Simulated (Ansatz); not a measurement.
## Habitual settings against a tight run: Ti3Ga (I4/mmm, 4 atoms in the cell)

Self-consistent single point.

```
CELL_PARAMETERS angstrom
     -1.93969     1.93969     4.23679
      1.93969    -1.93969     4.23679
      1.93969     1.93969    -4.23679
ATOMIC_POSITIONS crystal
  Ti 0.75000 0.25000 0.50000
  Ti 0.25000 0.75000 0.50000
  Ti 0.50000 0.50000 0.00000
  Ga 0.00000 0.00000 0.00000
```

Method of the run: LDA (PW92), default PAW files made with PBE (plane waves; Ansatz, a program for electronic structure).

Base settings: basis.ecutwfc = 420 eV; kpoints.mp_grid.grid = 10 10 10; hamiltonian.xc = lda; hamiltonian.pseudopotentials = {kind: paw} (the program's default PAW files); scf.occupations.method = cold; scf.occupations.width = 0.2 eV.

Tight run (finer mesh or higher cutoff; not a proven limit): basis.ecutwfc: 420 eV → 590 eV; kpoints.mp_grid.grid: 10 10 10 → 14 14 14; scf.convergence.dr2_threshold: default (1e-07 eV) → 1e-09 eV. It gave Fermi level (on the code's own zero) 13.54 eV; pressure -5.96 GPa.

Quick runs, as changes from the base:
- A: the base itself
- B: basis.ecutwfc: 420 eV → 335 eV; kpoints.mp_grid.grid: 10 10 10 → 6 6 6; scf.occupations.method: cold → fermi_dirac; scf.occupations.width: 0.2 eV → 0.136 eV
- C: basis.ecutwfc: 420 eV → 250 eV; kpoints.mp_grid.grid: 10 10 10 → 3 3 3; kpoints.mp_grid.shift: default → 0.5 0.5 0.5; scf.convergence.dr2_threshold: default (1e-07 eV) → 0.0001 eV
- D: basis.ecutwfc: 420 eV → 210 eV; kpoints.mp_grid.grid: 10 10 10 → 2 2 2; hamiltonian.xc: lda → pbesol [PBEsol]
- E: basis.ecutwfc: 420 eV → 250 eV; kpoints.mp_grid.grid: 10 10 10 → 1 1 1; kpoints.mp_grid.shift: default → 0.5 0.5 0.5
- F: kpoints.mp_grid.grid: 10 10 10 → 4 4 4

Energies are extrapolated to zero smearing width, which holds to low order in the width alone.

Dashes: energy of D, another energy zero.

† marks runs with another functional, U, potentials or spin treatment: their distance from the tight run is not a convergence error alone.

The count of work is k-points × plane waves × bands × iterations; it is no time. 

Pressures in the table are Ansatz's without its Pulay estimate, at a fixed set of plane waves; the tight run's value above holds the estimate.

The starting cell comes from a database of computed structures (which also holds hypothetical and non-ambient phases and stackings), without a prior relaxation at this level. Its lattice was rescaled by a random factor within 2.5 % of one. Spin polarisation is off. In the base run, with a pressure of about -6 GPa the cell is away from its equilibrium volume at this level.

```csv
run,energy less tight (meV/atom),pressure less tight (GPa),count of work / tight
A,0.4,-0.03,0.20
B,32.7,-2.86,0.042
C,1163.4,-71.41,0.0037
D†,–,-201.60,0.0031
E,958.6,-99.85,0.0018
F,-4.6,0.03,0.026
```

Among the runs at the tight run's level, the energy misses run from 0.4 to 1163.4 meV/atom.

Keys are those of Ansatz 0.2.
